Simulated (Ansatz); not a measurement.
The parent structure is MgS in the rock salt structure (space group Fm-3m, No. 225; a = 5.182 Å).

The values are results of PBEsol in Ansatz (plane waves to 420 eV, PAW, no spin-orbit coupling), not measurements.

Before the change:

Band gap: 2.73 eV
Width of the top valence band: 2.43 eV
Electron mass: 0.53 mₑ along k, 0.29 mₑ across (at X)
Hole mass: 0.25, 0.92, 0.92 mₑ (at Γ)

Perturbation: cell and atoms relaxed at a pressure of 22.5 GPa.

Problem. What happens to the band gap, width of the top valence band, electron mass and hole mass?

Solution. The band gap grows by 0.357 eV, from 2.73 eV to 3.08 eV; the width of the top valence band goes up by 0.62 eV to 3.05 eV; the electron mass becomes 0.60 mₑ along k, 0.29 mₑ across (at X) (base: 0.53 mₑ along k, 0.29 mₑ across (at X)); the hole mass (degenerate bands, along [100]) becomes 0.28, 0.74, 0.74 mₑ (at Γ) (base: 0.25, 0.92, 0.92 mₑ (at Γ)).

Load acts through the strain it causes; cell and atoms are relaxed under it. Masses are band curvatures over ±0.01 Å⁻¹ around the edge. Along k means along the line from Γ to the band edge. Stability against distortions was not tested. No other phases were tried under pressure.

Ansatz is a program for electronic structure.
